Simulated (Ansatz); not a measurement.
**OH on the 1x1 (10-10) surface of wurtzite ZnO (cut with top plane O + Zn), one in a 2x1 cell, started at the site 'top O'**

Host crystal: wurtzite ZnO, with a band gap (PBE, scalar-relativistic without spin-orbit coupling).

The numbers are results of HSE06, at the PBE geometry and the start's symmetry (plane waves to 420 eV, PAW; Ansatz, a program for electronic structure), not measurements.

Slab: 34 atoms, 9.4 Å thick at the start under the adsorbate (thin: gaps and levels are the slab's own); k 3x3x1, smearing 0.01 eV, dipole-corrected; single point; no symmetry held, on the structure that PBE left; spin-polarised, ending with about 1.0 μB a cell; orders that need a larger cell were not tried, no spin-orbit, no U, no dispersion correction. The program's check for a lower electronic state was not made. It is one chosen start, not shown to be the lowest state of the adsorbate.

```
Item                                                                                                                                              Value
--------------------------------------------------------------------------------------  ---------------------------------------------------------------
adsorption energy against H2O(g) − ½ H2(g) at the same level                                                                                    2.22 eV
change of the step from the bottom to the top vacuum level, against the clean slab                                                             -0.17 eV
height of the binding atom over the mean of the host atoms within 0.3 Å of the top one                                                          1.582 Å
magnetic moment of the cell                                                                                                                     1.00 μB
nearest host atoms of the binding atom                                                                           Zn at 1.88 Å, O at 2.83 Å, O at 2.90 Å
note                                                                                    in the relaxation the adsorbate left its starting site by 2.1 Å
```

A negative adsorption energy means that the adsorbate is more stable on the surface than in its reference.
